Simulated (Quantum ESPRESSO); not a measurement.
Quantum ESPRESSO 7.5, DFT, PBE, plane waves, PseudoDojo 0.5 standard norm-conserving PBE (local tails restored to the Coulomb form): unreconstructed Si(100) slab of 5 layers, 1x1 (Si5), unrelaxed, 5 atoms. Basis and mesh were picked for this test and aren't claimed converged.

```json
{
 "cell": "3.84, 3.84, 19.43 Å; 90, 90, 90°",
 "task": "scf",
 "k mesh": "9×9×1",
 "ecutwfc": "36 Ry",
 "ecutrho": "144 Ry",
 "occupations": "smearing",
 "smearing": "mv",
 "degauss": "0.02 Ry",
 "conv_thr": "5e-09 Ry",
 "tprnfor": "true",
 "tstress": "false",
 "k-point pools (-nk)": "8",
 "mixing_mode": "plain (default)",
 "mixing_beta": "0.7 (default)",
 "mixing_ndim": "8 (default)",
 "k-points computed": "15",
 "bands": "14",
 "electrons": "20",
 "G-vectors of the density": "56381",
 "FFT grid": "30×30×144",
 "symmetry_operations": "8"
}
```

Hardware: AMD EPYC (Zen 5), 96 cores on 1 socket, no SMT, 12 L3 cache groups; 94 cores' worth of CPU time may be used.

Each time is the median wall time of two to five repeats, run one at a time on the otherwise empty machine; start-up is included. Processes are pinned to neighbouring cores unless said otherwise. The build: conda-forge: Open MPI 5.0, OpenMP, OpenBLAS 0.3.34 (pthreads), FFTW, ScaLAPACK, ELPA; another build can shift the numbers. Scratch files lie in a memory file system.

All on 16 ranks. Base settings, kept where nothing else is said: diago_david_ndim = 2 (default), diagonalization = david (default), diago_rmm_ndim = 4 (default), diago_full_acc = false (default) (diago_thr_init not set). The candidates, on 16 cores each, agree within 1.0 meV/atom in energy, 10 meV/Å in forces (largest component):
A. diago_david_ndim = 3
B. diagonalization = rmm-davidson, diago_rmm_ndim = 6
C. diago_full_acc = true
D. diagonalization = rmm-davidson, diago_rmm_ndim = 2
E. diago_thr_init = 1e-05
F. the base settings
G. diagonalization = rmm-davidson
H. diagonalization = paro

Q: Which of these settings finishes first?

A: A (diago_david_ndim = 3), 1.9 s. At the other end H takes 1.5× as long.

| candidate | wall time | repeats | SCF iterations |
|---|---|---|---|
| A | 1.9 s | 3 runs within 1 % | 9 |
| F | 2.2 s | 3 runs within 1 % | 11 |
| E | 2.2 s | 3 runs within 1 % | 11 |
| D | 2.2 s | 3 runs within 1 % | 12 |
| G | 2.2 s | 3 runs within 1 % | 12 |
| B | 2.3 s | 3 runs within 1 % | 12 |
| C | 2.4 s | 3 runs within 1 % | 11 |
| H | 2.8 s | 3 runs within 1 % | 8 |

From the slowest to the fastest: The largest move is in the rest of the band solver (c_bands and wfcinit less FFTs, projectors and diagonalisation: overlaps, rotations, waiting): 0.64 s to 0.27 s. Launch, exit and the like take 0.55 s of the 1.9 s.
